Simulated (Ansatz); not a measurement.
Start from GaSb in the zinc blende structure (space group F-43m, No. 216; a = 6.112 Å). Axes: x, y, z lie along the cube axes.

Computed with PBEsol (Ansatz, a first-principles code; PAW; 420 eV plane waves; spin-orbit coupling left out), earlier PAW set.

Base values:

- Pressure: 0.0 GPa

Modification: uniaxial strain ε_yy = +2.55 %, all other strain components held at zero, atoms relaxed at fixed cell.

Q: Estimate the effect on the energy relative to the base and pressure.

A: The energy rises by 4.6 meV/atom; the pressure (mean of the normal stresses, compression positive) goes from zero to -1.2 GPa.

Whether these cells are dynamically stable was not tested. All final runs are without spin polarisation.
